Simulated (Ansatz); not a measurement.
The reference is Cu in the fcc (Cu type) structure (space group Fm-3m, No. 225; relaxed with 0.1 eV smearing).

```yaml
crystal:
  lattice:
    - [0.00000, 1.78838, 1.78838]
    - [1.78838, 0.00000, 1.78838]
    - [1.78838, 1.78838, 0.00000]
  atoms:
    - { symbol: Cu, position: [0.00000, 0.00000, 0.00000] }
```

Cartesian axes are those of the cell as printed.

Calculations: r2SCAN, PAW, 500 eV (Ansatz, a first-principles code; no spin-orbit coupling).

Strains are applied to the cell and any free atomic positions relax.

One change was made to it. Results:

```json
[
 {"quantity": "energy relative to the base (free energy F)", "base": "0 meV/atom", "after": "+20 meV/atom"},
 {"quantity": "shortest interatomic distance", "base": "2.529 Å", "after": "2.529 Å"}
]
```

Q: Name the change that was made.
A. isotropic strain −4.65 %
B. uniaxial strain ε_zz = +5.57 %
C. uniaxial strain ε_zz = +0.56 %
D. tensor shear ε_xy = −0.58 %

A: B, uniaxial strain ε_zz = +5.57 %. For comparison, the energy relative to the base in the other runs: isotropic strain −4.65 % gives +137 meV/atom; uniaxial strain ε_zz = +0.56 % gives +0.2 meV/atom; tensor shear ε_xy = −0.58 % gives +0.4 meV/atom.

Stability against distortions was not tested. The final runs are not spin-polarised.
